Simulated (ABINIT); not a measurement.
```yaml
crystal:
  lattice:
    - [3.55497, 0.00000, 0.00000]
    - [0.00000, 3.55497, 0.00000]
    - [0.00000, 0.00000, 5.06876]
  atoms:
    - { symbol: Sc, position: [0.50000, 0.00000, 0.70585] }
    - { symbol: Sc, position: [0.00000, 0.50000, 0.29415] }
    - { symbol: O, position: [0.00000, 0.00000, 0.50000] }
    - { symbol: O, position: [0.50000, 0.50000, 0.50000] }
    - { symbol: F, position: [0.50000, 0.50000, 0.00000] }
    - { symbol: F, position: [0.00000, 0.00000, 0.00000] }
```

Method: LDA (PW92), PAW (JTH v2.0 LDA PAW) (plane waves; ABINIT).

The set-up and first iterations of an ABINIT log for ScOF (P4/nmm, 6 atoms in the cell):

```
 Symmetries : space group P4/n m m (#129); Bravais tP (primitive tetrag.)

 -outvars: echo values of preprocessed input variables --------
            acell      1.8897261329E+00  1.8897261329E+00  1.8897261329E+00 Bohr
           diemac      1.20000000E+01
             ecut      3.00000000E+01 Hartree
           enunit           2
              ixc       -1012
         kptrlatt        7    0    0      0    7    0      0    0    5
          kptrlen      4.70254380E+01
            natom           6
            nband          26
            ngfft          36      36      48
          ngfftdg          48      48      72
             nkpt          30
            nstep          50
             nsym          16
           ntypat           3
        pawecutdg      6.00000000E+01 Hartree
         pawxcdev           0
            rprim      3.5549700000E+00  0.0000000000E+00  0.0000000000E+00
   [... lines left out ...]
                      -1.0949994800E-09 -1.0949994800E-09  4.9999999782E-01
                       4.9999999891E-01  4.9999999891E-01  4.9999999782E-01
                       4.9999999891E-01  4.9999999891E-01 -2.1830472430E-09
                      -1.0949994800E-09 -1.0949994800E-09 -2.1830472430E-09
            znucl       21.00000    8.00000    9.00000

== DATASET  1 ==================================================================

 Real(R)+Recip(G) space primitive vectors, cartesian coordinates (Bohr,Bohr^-1):
 R(1)=  6.7179197  0.0000000  0.0000000  G(1)=  0.1488556  0.0000000  0.0000000
 R(2)=  0.0000000  6.7179197  0.0000000  G(2)=  0.0000000  0.1488556  0.0000000
 R(3)=  0.0000000  0.0000000  9.5785607  G(3)=  0.0000000  0.0000000  0.1043998
 Unit cell volume ucvol=  4.3228471E+02 bohr^3
 Angles (23,13,12)=  9.00000000E+01  9.00000000E+01  9.00000000E+01 degrees

 Coarse grid specifications (used for wave-functions):

 getcut: wavevector=  0.0000  0.0000  0.0000  ngfft=  36  36  48
         ecut(hartree)=     30.000   => boxcut(ratio)=   2.03243

 Fine grid specifications (used for densities):

 getcut: wavevector=  0.0000  0.0000  0.0000  ngfft=  48  48  72
         ecut(hartree)=     60.000   => boxcut(ratio)=   2.04911

   2.45669588E+03                                ecore*ucvol(ha*bohr**3)

_setup2: Arith. and geom. avg. npw (full set) are    3391.424    3391.414
--- !BeginCycle
solver: {iscf: 17, nstep: 50, nline: 4, wfoptalg: 10, }
tolerances: {toldfe: 1.00E-09, }
...

     iter   Etot(hartree)      deltaE(h)  residm     nres2
 ETOT  1  -166.75330691373    -1.668E+02 3.085E+00 1.265E+03
 ETOT  2  -181.74198840070    -1.499E+01 2.022E+00 2.915E+03
 ETOT  3  -177.69023635224     4.052E+00 5.553E-01 1.137E+03
 ETOT  4  -176.75813440456     9.321E-01 3.828E-01 4.512E+02
 ETOT  5  -176.39302749881     3.651E-01 4.642E-02 2.568E+02
```

Question: How does the run end?

Answer: The run converged in 27 iterations. Its thresholds were met; that alone does not show that basis and mesh suffice. It ends on: free energy E − TS -4781.69 eV; top of the valence band (on the code's own zero) 4.90 eV; gap on the k-point mesh 4.44 eV; pressure -3.13 GPa; largest force (vector length) 0.327 eV/Å. The log goes on:

```
   [... 18 lines left out ...]
 ETOT 24  -175.72371254783    -2.065E-09 6.656E-04 1.097E-05
 ETOT 25  -175.72371253195     1.588E-08 2.199E-04 5.159E-07
 ETOT 26  -175.72371253224    -2.898E-10 2.388E-04 1.724E-07
 ETOT 27  -175.72371253238    -1.398E-10 1.507E-04 3.670E-08
 At SCF step   27, etot is converged :
  for the second time, diff in etot=  1.398E-10 < toldfe=  1.000E-09

 Cartesian components of stress tensor (hartree/bohr^3)
  sigma(1 1)=  9.85478799E-05  sigma(3 2)=  0.00000000E+00
  sigma(2 2)=  9.85478799E-05  sigma(3 1)=  0.00000000E+00
  sigma(3 3)=  1.22266350E-04  sigma(2 1)=  0.00000000E+00

 ----iterations are completed or convergence reached----

 reduced coordinates (array xred) for    6 atoms
       0.499999998905     -0.000000001095      0.705849996916
      -0.000000001095      0.499999998905      0.294149998718
      -0.000000001095     -0.000000001095      0.499999997817
       0.499999998905      0.499999998905      0.499999997817
       0.499999998905      0.499999998905     -0.000000002183
      -0.000000001095     -0.000000001095     -0.000000002183
 cartesian forces (eV/Angstrom) at end:
    1     -0.00000000000000    -0.00000000000000     0.32652525730686
   [... lines left out ...]
 Fermi (or HOMO) energy (hartree) =   0.17996   Average Vxc (hartree)=  -0.41867
 Fermi (or HOMO) energy (eV) =   4.89706   Average Vxc (eV)= -11.39248
   [... lines left out ...]
Ewald energy        : -1.32347781430181E+02
psp_core            :  5.68305061790916E+00
local_psp           : -1.36373307977368E+02
total_energy        : -1.75723710067044E+02
total_energy_eV     : -4.78168532793767E+03
...

-Cartesian components of stress tensor (GPa)         [Pressure= -3.1320E+00 GPa]
- sigma(1 1)=  2.89937824E+00  sigma(3 2)=  0.00000000E+00
- sigma(2 2)=  2.89937824E+00  sigma(3 1)=  0.00000000E+00
- sigma(3 3)=  3.59719960E+00  sigma(2 1)=  0.00000000E+00

 Calculation completed.
```

For comparison: a first run was changed to give this one (lattice scaled by 0.98), and from it to this one the free energy falls by 30.5 meV/atom, the pressure goes from -12.54 to -3.13 GPa, the largest force goes from 0.184 to 0.327 eV/Å and the gap on the mesh goes from 4.267 to 4.444 eV.

The starting cell comes from a database of computed structures (which also holds hypothetical and non-ambient phases and stackings), without a prior relaxation at this level. For this run, on top of that: lattice scaled by 0.98. With a pressure of about -3 GPa the cell is away from its equilibrium volume at this level.

The run was DFT, LDA (PW92), plane waves, PAW (JTH v2.0 LDA PAW). Main settings of its input:

pseudos: [Sc.LDA_PW-JTH.xml, O.LDA_PW-JTH.xml, F.LDA_PW-JTH.xml]
ecut: 60 Ry
pawecutdg: 120 Ry
pawxcdev: 0
occopt: 1
ngkpt: 7 7 5
nshiftk: 1
shiftk: 0 0 0
potentials: JTH v2.0 LDA PAW
nband: 26
kptopt: 1
nstep: 50
